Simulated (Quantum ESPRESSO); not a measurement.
Quantum ESPRESSO is run on MnV (P1, 2 atoms in the cell), and the run fails. The aim is a self-consistent single point with DFT, LDA (PZ), plane waves, GBRV 1.5 ultrasoft (LDA) pseudopotentials.

Input as run:

```fortran
&CONTROL
 calculation = 'scf'
 prefix = 'run'
 outdir = './tmp'
 pseudo_dir = './'
 tprnfor = .true.
 tstress = .true.
/
&SYSTEM
 ibrav = 0
 celldm(1) = 5.480205761
 nat = 2
 ntyp = 1
 ecutwfc = 50
 ecutrho = 400
 occupations = 'smearing'
 smearing = 'cold'
 degauss = 0.0099958
 nspin = 2
 starting_magnetization(1) = 0.267
 starting_magnetization(2) = 0.154
/
&ELECTRONS
 conv_thr = 1.0d-10
 mixing_beta = 0.4
/
ATOMIC_SPECIES
Mn    54.9380  mn_lda_v1.5.uspp.F.UPF
V     50.9415  v_lda_v1.4.uspp.F.UPF
ATOMIC_POSITIONS {crystal}
Mn    0.004977000    0.011534000   -0.008000000
V     0.495023000    0.488466000    0.508000000
K_POINTS {automatic}
8 8 8  0 0 0
CELL_PARAMETERS {alat}
   1.000000000     0.000000000     0.000000000
   0.000000000     1.000000000     0.000000000
   0.000000000     0.000000000     1.000000000
```

Output (repeated stretches shortened):

```
     This program is part of the open-source Quantum ESPRESSO suite
     for quantum simulation of materials; please cite

Warning: card V     50.9415  V_LDA_V1.4.USPP.F.UPF ignored

 %%%%%%%%%%%%%%%%%%%%%%%%%%%%%%%%%%%%%%%%%%%%%%%%%%%%%%%%%%%%%%%%%%%%%%%%%%%%%%
     Error in routine read_cards (2):
     species V in ATOMIC_POSITIONS is nonexistent
 %%%%%%%%%%%%%%%%%%%%%%%%%%%%%%%%%%%%%%%%%%%%%%%%%%%%%%%%%%%%%%%%%%%%%%%%%%%%%%

     stopping ...
```

Read the log: what does the program object to, and what is the fix?

The fault is a species count that does not match the list of species. The number of species decides how many lines of the species card are read. To fix it, make the count match the list. The program stopped before any SCF iteration.

An input that runs soundly differs in these lines (not the only fix; some lines may just follow from the change or write a value another way):
```diff
- ntyp = 1
+ ntyp = 2
```

With that input, the run converged in 20 iterations: free energy E − TS -4847.8835 eV; Fermi level (on the code's own zero) 17.94 eV; pressure -21.41 GPa; largest force (vector length) 0.332 eV/Å; size of the cell's spin moment 0.00 μB (DFT, LDA (PZ), plane waves, GBRV 1.5 ultrasoft (LDA) pseudopotentials).

On the sound input: the starting cell comes from a database of published, mostly measured structures (it also holds non-ambient and calculated ones), without a prior relaxation at this level. Its atoms were displaced at random from the sites of space group no. 221. The starting moments vanished: the run ended non-magnetic, which need not be the lowest state. With a pressure of about -21 GPa the cell is away from its equilibrium volume at this level.
